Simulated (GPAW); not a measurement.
Band structure of Pd (Fm-3m, 1 atom in the cell).

```
CELL_PARAMETERS angstrom
      0.00000     1.92983     1.92983
      1.92983     0.00000     1.92983
      1.92983     1.92983     0.00000
ATOMIC_POSITIONS crystal
  Pd 0.00000 0.00000 0.00000
```

Method: PBE, GPAW PAW datasets PBE (gpaw-data 1.0.1) (plane waves; GPAW 25.7.0).

Settings: mode = pw; ecut = 600 eV; xc = PBE; kpts = 15 15 15; mesh shift (steps) = 0 0 0; occupations.name = methfessel-paxton; occupations.width = 0.136 eV; occupations.order = 0; nbands = -5; convergence.forces = 0.001 eV/Å; symmetry.symmorphic = false; symmetry.tolerance = 0.0005; maxiter = 150; bandpath_npoints = 40.

The starting cell has typed, rounded lattice constants, without a prior relaxation at this level. Its lattice was rescaled by a random factor within 2.5 % of one. Spin polarisation is off.

Levels in eV from the Fermi level, bands 5 to 12:
```
point      5      6      7      8      9     10     11     12
-----  -----  -----  -----  -----  -----  -----  -----  -----
Γ      -2.96  -2.96  -2.96  -1.28  -1.28  17.49  22.68  22.68
X      -5.31  -0.05   0.31   0.31   3.34  11.05  13.66  13.66
W      -3.51  -3.51  -1.39   0.31   9.14   9.14  10.68  11.87
K      -4.31  -2.05  -1.00  -0.16   7.28   8.28  11.10  16.56
L      -3.01  -3.01  -0.02  -0.02   0.94   7.55  16.81  22.29
U      -4.31  -2.05  -1.00  -0.16   7.28   8.28  11.10  16.56
```

Bands cross the Fermi level along this path, so the cell is metallic at this level.
